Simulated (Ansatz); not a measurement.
The starting structures come from a database of crystals and need not be the phases stable at ambient conditions.

By PBEsol, the system below comes out a metal.

The ballistic (Sharvin) conductance counts the channels at the Fermi level: G/A = (e²/h) × channels of both spins per area.

```yaml
crystal:
  lattice:
    - [2.74310, 0.00000, 0.00000]
    - [0.00000, 4.67647, 0.00000]
    - [0.00000, -2.33823, 4.04994]
  atoms:
    - { symbol: Nb, position: [0.00000, 0.00000, 0.00000] }
    - { symbol: Au, position: [0.50000, 0.33333, 0.66667] }
    - { symbol: Au, position: [0.50000, 0.66667, 0.33333] }
```

Space group of this cell: P6/mmm. The cell is taken as given; by PBEsol its mean pressure is -5.4 GPa.

The current flows along the normal of the first two printed cell vectors, the (100) plane of the conventional cell. No spin-orbit coupling; the value is a mean over 0.1 eV about the Fermi level.

Q: Predict the ballistic conductance per area from PBEsol run with Ansatz (an electronic-structure program).

A: 0.27 × 10¹⁵ S/m² for both spins.
